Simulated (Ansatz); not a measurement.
Amorphous Hf$_{18}$O$_{37}$Ca, 56 atoms at 8.78 g/cm³, one PBE-relaxed geometry, zone centre. Methods: PBE, scalar-relativistic without spin-orbit coupling (Ansatz, a program for electronic structure); r2SCAN, scalar-relativistic without spin-orbit coupling (Ansatz); HSE06, scalar-relativistic without spin-orbit coupling (Ansatz). Plane waves to 420 eV (r2SCAN 500 eV); exact exchange is cut at the cell's faces. At PBE the levels at the filled edge of the gap are localised (band-tail or defect states). All rungs ran without spin polarisation.

It comes from a melt-quench run on a machine-learned potential (CHGNet), relaxed afterwards by DFT. O atoms were pushed apart under 1.9 Å during the dynamics, to hinder bonds among them. The hot cell started wider than the set density and was brought back towards it in steps. It is the lowest in DFT energy of 2 quenches. It is a model cell: composition and starting density were chosen by hand, and all elements were melted together. No dispersion term was used. Its density started from a set value of 8.78 and ended at 8.78 g/cm³. Cooling (nominally 300 K/ps over its main leg) ran many orders faster than in experiment, which tends to leave more defects and strain. Values belong to this one cell and scatter from quench to quench. The volume was held where the preparation left it and the shape relaxed, at a PBE pressure of -0.5 GPa (tension). Stress components on the final sampling reach 0.6 GPa.

The relaxation ran on the zone centre alone. At PBE the level gap is 3.93 eV on a 2×2×2 Γ-centred mesh, and the spacing at the zone centre alone 3.93 eV.

Problem. What zone-centre spacing does r2SCAN give, roughly?

Solution. 4.41 eV (+0.48 eV against PBE).

Problem. What zone-centre spacing does HSE06 give, roughly?

Solution. 5.51 eV (+1.58 eV against PBE).

The highest filled and the lowest empty state spread over these numbers of atoms (participation numbers): PBE: 10.1 and 22.6; r2SCAN: 9.5 and 21.8; HSE06: 8.3 and 23.9.
